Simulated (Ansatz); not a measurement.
## Do energy and pressure agree? Two volumes of Nb (Im-3m, 1 atom in the cell)

```xyz
1
Lattice="-1.6583 1.6583 1.6583 1.6583 -1.6583 1.6583 1.6583 1.6583 -1.6583" Properties=species:S:1:pos:R:3 pbc="T T T"
Nb     0.0000     0.0000     0.0000
```

Method of the run: PBE (plane waves, PAW; Ansatz, a first-principles code).

Settings: basis.ecutwfc = 1010 eV; kpoints.mp_grid.grid = 14 14 14; hamiltonian.xc = pbe; hamiltonian.pseudopotentials = {kind: paw} (the program's default PAW files); scf.occupations.method = fermi_dirac; scf.occupations.width = 0.1 eV. This cutoff ends a ladder whose last two steps agree within 1 meV/atom.

The second cell is the first with its lattice scaled by 0.98, at the same fractional positions.

The starting cell has typed, rounded lattice constants, without a prior relaxation at this level. Its lattice was rescaled by up to half a per cent. Spin polarisation is off. Ansatz's pressure includes its estimate of the finite-basis (Pulay) stress.

| cell | volume (Å³/atom) | pressure (GPa) | F less the first cell's (meV/atom) |
|---|---|---|---|
| first | 18.2394 | -0.53 | 0.00 |
| second | 17.1668 | 10.64 | ? |

Question: Estimate the energy of the second cell from the pressures, and the bulk modulus between the two volumes.

Answer: With P = −dF/dV, the trapezoid gives ΔF ≈ −(P₁ + P₂)/2 · ΔV = −(5.055 GPa) · (-1.0726 Å³) = 33.84 meV/atom (1 eV/Å³ = 160.22 GPa). The modulus at fixed fractional positions is B = −ΔP/Δln V = 184 GPa, a mean over the interval. P(V) is curved, so the trapezoid lies high by about |ΔV|³·B·(1 + B′)/(12·V̄²) = 1.89 meV/atom for an assumed B′ = 4, which leaves 31.95 meV/atom. The runs gave 32.18 meV/atom, a miss of 0.23 meV/atom. Cases were kept where this miss is small, so the page shows the method and is no test of it.

Left out of this page: 15 runs of the series outside the window shown, repeating another row's setting, or not comparable.

Keys are those of Ansatz 0.2.
